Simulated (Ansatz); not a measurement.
For MgS (model structure, started from the GeS type, Fm-3m, No. 225, 8 atoms in the cell), LDA (plane waves, PAW; Ansatz, an electronic-structure program) gives:

| Quantity | Result |
|---|---|
| lattice parameter a | 5.129 Å |
| cohesive energy | 4.36 eV/atom |
| band gap | 2.65 eV |

### Question
What does r²SCAN+rVV10 (plane waves, PAW; Ansatz) give for the same quantities?

### Answer

- lattice constant a: 5.189 Å (grows by 1.2 %)
- cohesive energy: 4.15 eV/atom (drops by 0.21 eV/atom)
- band gap: 3.45 eV (increases by 0.80 eV)

Changes are worked out from the printed values.

Unless a cell is named, each level is at its own relaxed cell (LDA 16.87, r²SCAN+rVV10 17.47 Å³/atom).

Density-functional gaps are differences of (generalised) Kohn–Sham levels.

Ansatz's density-functional and Hartree–Fock values are scalar-relativistic unless marked +SOC, with PAW data made under PBE.

A model structure was made by putting elements into a prototype or built by hand; here it ended with the formula and space group of a phase in our tables.
